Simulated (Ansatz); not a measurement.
Worked example: relaxation of the atoms of CdAu (P4mm, 2 atoms in the cell) in Ansatz (an electronic-structure program).

Computed with LDA (PW92), default PAW files made with PBE (plane waves; Ansatz).

The change in words: one atom moved by 0.15 angstrom; relax: default → atoms; relax.f_tol: default → 0.02 eV/Å. Reference geometry:
```
CELL_PARAMETERS angstrom
      3.35088     0.00000     0.00000
      0.00000     3.35088     0.00000
      0.00000     0.00000     3.35088
ATOMIC_POSITIONS crystal
  Cd 0.00000 0.00000 0.00000
  Au 0.50000 0.50000 0.50000
```

Reference input (self-consistent single point, DFT, LDA (PW92), plane waves, default PAW files made with PBE): basis.ecutwfc = 30.9 Ry; kpoints.mp_grid.grid = 10 10 10; hamiltonian.xc = lda; hamiltonian.pseudopotentials = {kind: paw} (the program's default PAW files); scf.occupations.method = fermi_dirac; scf.occupations.width = 0.0073 Ry. This run's input differs from it in these lines:

```diff
@@ -6,3 +6,3 @@
   atoms:
-    - { symbol: Cd, position: [0.000000, 0.000000, 0.000000] }
+    - { symbol: Cd, position: [0.000000, 0.000000, 0.044764] }
     - { symbol: Au, position: [0.500000, 0.500000, 0.500000] }
@@ -17,2 +17,4 @@
   occupations: { method: fermi_dirac, width: 0.0073 Ry }
+relax:
+  f_tol: 0.02
 output:
```

Output, abridged:

```
   [... SCF lines of the steps left out ...]
relax step   1: F+E_penalty+E_count = -20983.13432067 eV  Δ(F+E_penalty+E_count) = +0.000e0 eV  max|allowed force component| = 4.257e-1 eV/Å  Δτ_max = 0.0000 Å  (6 SCF iters, dr2 threshold 1.00e-5 eV, accepted)
relax step   2: F+E_penalty+E_count = -20983.16617617 eV  Δ(F+E_penalty+E_count) = -3.186e-2 eV  max|allowed force component| = 1.353e-2 eV/Å  Δτ_max = 0.0775 Å  (5 SCF iters, dr2 threshold 1.13e-5 eV, accepted)
relax step   3: F+E_penalty+E_count = -20983.16617685 eV  Δ(F+E_penalty+E_count) = -6.762e-7 eV  max|allowed force component| = 1.400e-2 eV/Å  Δτ_max = 0.0000 Å  (3 SCF iters, accepted)
the relaxation is at rest under the 8 symmetry operations that the run kept from its start: a minimum is not shown …
Stability not checked: this state was not tested for a lower state beside it, because too few of the mixer's solves of this state at the end of the SCF gave a …
Free energy (F): -20983.166177 eV
Internal energy: -20983.149888 eV  (E = F + TS)
E sigma→0 (E₀):  -20983.158033 eV
Entropy (-TS):   -0.016289 eV (-8.144 meV/atom)
Fermi energy:    17.396940 eV
--- Forces (eV/Å), atoms counted from 1 ---
  atom   1  Cd    -0.00000000     0.00000000     0.01396581
   [... lines left out ...]
  The stress holds the Pulay correction. Without it, at fixed plane waves, as pw.x and ABINIT print it: P = -7.1736 GPa
--- Relaxed structure (3 steps of the walk, 3 accepted, 0 SCFs on fresh bases) ---
  F+E_penalty+E_count = -20983.16617685 eV   max|allowed force component| = 1.400e-2 eV/Å
  atoms:
    - { symbol: Cd, position: [-4.3106549667159577e-35, 0.0, 0.02164401293581282] }
    - { symbol: Au, position: [0.5, 0.5, 0.5231199870641872] }
```

The run converged.  The full log also holds: “iter 5 did not close the SCF: its close was put off for the readings that it lacked (scf_convergence_deferred on its scf_iter line)”.

Summary of the result:
| Item | Result |
|---|---|
| Free energy E − TS (on the zero of these files) | -20983.1662 eV |
| Fermi level (on the code's own zero) | 17.40 eV |
| Pressure | -7.14 GPa |
| Largest force (vector length) | 0.014 eV/Å |
| Relaxation steps | 3 |

The starting cell comes from a database of computed structures (which also holds hypothetical and non-ambient phases and stackings), without a prior relaxation at this level. Its lattice was rescaled by up to half a per cent. For this run, on top of that: one atom moved by 0.15 angstrom. The relaxation keeps the symmetry of its start, so its end need not be a minimum. Ansatz's pressure includes its estimate of the finite-basis (Pulay) stress.

Keys are those of Ansatz 0.2.
